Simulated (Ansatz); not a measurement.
## fluorite (0 0 1) on germanium (0 0 1) (film strained to the substrate, started from cuts of the bulks and a machine-learned relaxation; metallic at this level, with no gap by band count; slabs Ge12 and Ca4F8, which can lie off the formulas)

A periodic stack without vacuum, fluorite (0 0 1) on germanium (0 0 1) (film strained to the substrate, started from cuts of the bulks and a machine-learned relaxation; metallic at this level, with no gap by band count; slabs Ge12 and Ca4F8, which can lie off the formulas): substrate slab Ge12, film Ca4F8, surface cells [[1, 0], [1, 1]] and [[1, 0], [1, 1]], film strained by +4.5 and +4.5 %, outermost planes Ge/Ge and F/Ca as cut, which need not be the usual terminations and can put a slab off its formula.

The start was prepared with a machine-learned potential, and the result is one local minimum, with the in-plane cell held and forces under 0.04 eV/Å; the film can end far from its bulk form.

Computed with PBE (plane waves to 420 eV, PAW; Ansatz, an electronic-structure program). Spin–orbit coupling is left out; PBE gaps are too small against experiment. Its k-point mesh 6×6×1, Fermi–Dirac width 0.05 eV.

- interface area: 16.6 Å²
- period: 28.57 Å
- heights between the nearest atoms of the two slabs at the two interfaces: 1.69 and 1.88 Å
- Ca–Ge contacts across the interfaces within 1.22 times the sum of covalent radii: 5, mean 3.43 Å
- F–Ge contacts across the interfaces within 1.22 times the sum of covalent radii: 1, mean 1.97 Å
- two interfaces: unlike, so that offsets are their mean
- spin-polarised check at this geometry: falls back to no moment
- slope of the mean potential energy in the substrate: -1.7 MV/cm × e

```xyz
24
Lattice="4.0718 0.0006 0.0962 0.0001 4.0729 -0.0312 2.3733 0.4558 28.6326" Properties=species:S:1:pos:R:3 pbc="T T T"
Ge     4.7058     3.7168     2.3699
Ge     2.7066     3.7000     0.8369
Ge     2.5954     1.7020     5.2430
Ge     4.6665     1.6913     3.8510
Ge     4.5587     3.7622     8.1540
Ge     2.5577     3.7501     6.6607
Ge     2.4538     1.7585    11.0011
Ge     4.5236     1.7384     9.6016
Ge     4.4017     3.7404    13.9243
Ge     2.3969     3.8121    12.4194
Ge     2.4965     2.6792    16.5947
Ge     4.5224     1.7179    15.4473
Ca     3.2660     2.0531    22.2321
Ca     5.4600     4.0339    19.5794
Ca     3.1186     2.1045    27.5603
Ca     5.2288     4.1174    24.9742
F      5.3123     2.0378    20.9886
F      3.2781     4.0860    21.0162
F      3.5323     3.8246    18.3215
F      5.8550     1.9463    18.3698
F      5.1814     2.0966    26.3865
F      3.1406     4.1335    26.4106
F      3.2266     4.1045    23.7120
F      5.2658     2.0680    23.7009
```
